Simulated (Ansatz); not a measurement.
# Effect of isotropic strain +0.87 % on TiC

Base system: TiC in the rock salt structure (space group Fm-3m, No. 225; a = 4.3330 Å; relaxed with 0.1 eV smearing).

The change: every lattice vector is stretched by 0.87 %; the atoms relax in the strained cell.

Calculations: PBE in Ansatz (plane waves to 420 eV, PAW, spin-orbit coupling left out). Γ-centred 23×23×23 mesh, Fermi–Dirac width 0.1 eV.

```tsv
quantity	base	changed	shift
space group	Fm-3m (No. 225)	Fm-3m (No. 225)	–
energy relative to the base (free energy F)	0 meV/atom	+5.3 meV/atom	+5.3 meV/atom
pressure	0.0 GPa	-6.2 GPa	-6.2 GPa
band gap	zero	zero	–
```

Final structure:

```
CELL_PARAMETERS angstrom
      0.00000     2.18537     2.18537
      2.18537     0.00000     2.18537
      2.18537     2.18537     0.00000
ATOMIC_POSITIONS crystal
  C  0.00000 0.00000 0.00000
  Ti 0.50000 0.50000 0.50000
```

Cost of the whole job for the changed cell (relaxation, final SCF and bands): about 10 core-seconds (a rough figure).

Whether these cells are dynamically stable was not tested. The final runs are not spin-polarised.

Ansatz is a quantum-chemistry and plane-wave program.
